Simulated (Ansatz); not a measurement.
The reference is MoS₂ in the 3R-MoS2 type structure (space group R3m, No. 160; layered, stacked along the Cartesian z axis).

```
MoS2
1.0
    1.58761     0.91661     6.19494
   -1.58761     0.91661     6.19494
    0.00000    -1.83321     6.19494
Mo S
1 2
Direct
  0.00000   0.00000   0.00000
  0.75030   0.75030   0.75030
  0.58300   0.58300   0.58300
```

Cartesian axes are those of the cell as printed.

Computed with Ansatz (an electronic-structure program) r2SCAN+rVV10, spin-orbit coupling left out.

Strains are applied to the cell and any free atomic positions relax; under stress the whole cell relaxes.

One change was made to it. Results:

```json
[
 {"quantity": "band gap", "base": "1.02 eV", "after": "0.55 eV"},
 {"quantity": "energy relative to the base (free energy F)", "base": "0 meV/atom", "after": "+16 meV/atom"},
 {"quantity": "shortest interatomic distance", "base": "2.403 Å", "after": "2.399 Å"},
 {"quantity": "smallest direct gap", "base": "1.79 eV", "after": "1.70 eV"}
]
```

Q: Name the change that was made.
(A) uniaxial stress, 5 GPa compression along z
(B) isotropic strain −2.53 %
(C) uniaxial strain ε_xx = −5.94 %
(D) isotropic strain −1.00 %

A: A, uniaxial stress, 5 GPa compression along z. For comparison, the band gap in the other runs: isotropic strain −2.53 % gives 0.91 eV; isotropic strain −1.00 % gives 0.99 eV; uniaxial strain ε_xx = −5.94 % gives 1.08 eV.

Stability under load was not tested beyond the relaxation.
